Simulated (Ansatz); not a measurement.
## Al: response to strain

Start from Al in the fcc (Cu type) structure (space group Fm-3m, No. 225; a = 3.984 Å; relaxed with 0.1 eV smearing). Axes: x, y, z lie along the cube axes.

Strains are applied to the cell and any free atomic positions relax.

Computed with LDA (Ansatz, a first-principles code), no spin-orbit coupling.

Notes on the quantities. energy relative to the base: free energy F; pressure: mean of the normal stresses, compression positive.

| variant | energy relative to the base | pressure | volume per atom |
|---|---|---|---|
| base | 0 meV/atom | 0.0 GPa | 15.81 Å³ |
| tensor shear ε_xy = +0.86 % | +0.4 meV/atom | 0.0 GPa | 15.81 Å³ |
| tensor shear ε_xy = +0.57 % | +0.2 meV/atom | 0.0 GPa | 15.81 Å³ |
| tensor shear ε_xy = +2.00 % | +2.6 meV/atom | 0.2 GPa | 15.80 Å³ |
| tensor shear ε_xy = +1.71 % | +1.9 meV/atom | 0.1 GPa | 15.80 Å³ |
| tensor shear ε_xy = +1.43 % | +1.3 meV/atom | 0.1 GPa | 15.80 Å³ |
| tensor shear ε_xy = +0.29 % | +0.1 meV/atom | 0.0 GPa | 15.81 Å³ |
| tensor shear ε_xy = +1.14 % | +0.8 meV/atom | 0.1 GPa | 15.81 Å³ |

No phonon test of stability was made.
